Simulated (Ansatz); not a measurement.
MgS (model structure, started from the BeO type, P4₂/mnm, No. 136, 8 atoms in the cell): properties by level of theory

| level (code) | lattice constant a (Å) | lattice parameter c (Å) | cohesive energy (eV/atom) | band gap (eV) |
|---|---|---|---|---|
| LDA (Ansatz) | 6.727 | 4.030 | 4.24 | 3.29 |
| PBEsol (Ansatz) | 6.807 | 4.064 | 3.94 | 3.28 |
| r²SCAN+rVV10 (Ansatz) | 6.789 | 4.067 | 4.06 | 4.02 |

Computed values are for a static lattice.  Each level is taken at its own relaxed cell. Cutoffs differ between the levels. Ansatz's density-functional and Hartree–Fock values are scalar-relativistic unless marked +SOC, with PAW data made under PBE.

Ansatz's density-functional and Hartree–Fock values are scalar-relativistic unless marked +SOC, with PAW data made under PBE.

Free atoms are spin-polarised, in the lowest state found; at levels without +SOC their spin–orbit coupling is left out.

The computed numbers hold no vibrational or temperature effects.

A model structure was made by putting elements into a prototype or built by hand; it is no filed structure, need not be a known phase, and can be a saddle point held by its symmetry.

Ansatz is a first-principles code.
